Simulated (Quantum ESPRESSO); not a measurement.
# Quick settings and what they miss: TcRh3 (P6_3/mmc, 8 atoms in the cell)

Self-consistent single point.

```
TcRh3
1.0
    5.49387     0.00000     0.00000
   -2.74693     4.75783     0.00000
    0.00000     0.00000     4.36777
Tc Rh
2 6
Direct
  0.33333   0.66667   0.75000
  0.66667   0.33333   0.25000
  0.16839   0.33677   0.25000
  0.83161   0.66323   0.75000
  0.83161   0.16839   0.75000
  0.16839   0.83161   0.25000
  0.66323   0.83161   0.25000
  0.33677   0.16839   0.75000
```

Method of the run: LDA (PZ), GBRV 1.5 ultrasoft (LDA) pseudopotentials (plane waves; Quantum ESPRESSO).

Base settings: ecutwfc = 40 Ry; ecutrho = 320 Ry; occupations = smearing; smearing = cold; degauss = 0.0073499 Ry; potentials = {Tc: tc_lda_v1.uspp.F.UPF, Rh: rh_lda_v1.4.uspp.F.UPF}; K_POINTS = automatic 6 6 7 0 0 0; conv_thr = 1e-11 Ry; mixing_beta = 0.3.

Tight run (finer mesh or higher cutoff; not a proven limit): ecutwfc: 40 Ry → 56 Ry; ecutrho: 320 Ry → 448 Ry; conv_thr: 1e-11 Ry → 7.3e-11 Ry; K_POINTS: automatic 6 6 7 0 0 0 → automatic 9 9 10 0 0 0. It gave Fermi level (on the code's own zero) 20.98 eV; pressure -19.15 GPa; largest force (vector length) 0.028 eV/Å.

Quick runs, as changes from the base:
- A: the base itself
- B: ecutwfc: 40 Ry → 28 Ry; ecutrho: 320 Ry → 224 Ry; smearing: cold → fd; degauss: 0.0073499 Ry → 0.036749 Ry; conv_thr: 1e-11 Ry → 7.3e-05 Ry; K_POINTS: automatic 6 6 7 0 0 0 → automatic 8 8 8 0 0 0
- C: ecutwfc: 40 Ry → 24 Ry; ecutrho: 320 Ry → 192 Ry; degauss: 0.0073499 Ry → 0.0099958 Ry; K_POINTS: automatic 6 6 7 0 0 0 → automatic 6 6 6 0 0 0
- D: ecutwfc: 40 Ry → 36 Ry; ecutrho: 320 Ry → default; pseudopotentials: {Tc: tc_lda_v1.uspp.F.UPF, Rh: rh_lda_v1.4.uspp.F.UPF} → {Tc: Tc_ONCV_PBE-1.0.oncvpsp.upf, Rh: Rh_ONCV_PBE-1.0.oncvpsp.upf}; K_POINTS: automatic 6 6 7 0 0 0 → automatic 1 1 1 0 0 0; input_dft: default → pbesol [PBEsol]
- E: ecutwfc: 40 Ry → 30 Ry; ecutrho: 320 Ry → default; smearing: cold → fd; degauss: 0.0073499 Ry → 0.0147 Ry; pseudopotentials: {Tc: tc_lda_v1.uspp.F.UPF, Rh: rh_lda_v1.4.uspp.F.UPF} → {Tc: Tc_ONCV_PBE-1.0.oncvpsp.upf, Rh: Rh_ONCV_PBE-1.0.oncvpsp.upf}; K_POINTS: automatic 6 6 7 0 0 0 → automatic 8 8 8 0 0 0; input_dft: default → pbesol [PBEsol]
- F: ecutwfc: 40 Ry → 32 Ry; ecutrho: 320 Ry → 256 Ry; degauss: 0.0073499 Ry → 0.0099958 Ry; K_POINTS: automatic 6 6 7 0 0 0 → automatic 2 2 2 0 0 0

Energies are extrapolated to zero smearing width, which holds to low order in the width alone (under cold and Methfessel-Paxton smearing the free energy itself is taken).

Dashes: pressure of B, not trusted under this conv_thr with d or f elements; energy of D, E, another energy zero; time of D, under 30 s.

† marks runs with another functional, U, potentials or spin treatment: their distance from the tight run is not a convergence error alone.

The count of work is k-points × plane waves × bands × iterations; it is no time. Core times come from one kind of shared machine and are given to one figure; runs under 30 s give none.

The starting cell comes from a database of computed structures (which also holds hypothetical and non-ambient phases and stackings), without a prior relaxation at this level. Its lattice was rescaled by a random factor within 2.5 % of one. Spin polarisation is off. In the base run, with a pressure of about -20 GPa the cell is away from its equilibrium volume at this level.

```tsv
run	energy less tight (meV/atom)	pressure less tight (GPa)	largest miss in a force vector (eV/Å)	count of work / tight	core time / tight (rough)
A	17.0	-1.32	0.037	0.25	0.3
B	1529.3	–	0.047	0.12	0.2
C	5393.4	-290.70	0.193	0.11	0.1
D†	–	16.98	0.374	0.0083	–
E†	–	0.06	0.028	0.26	0.2
F	239.8	-35.05	0.271	0.025	0.07
```

Among the runs at the tight run's level, the energy misses run from 17.0 to 5393.4 meV/atom.
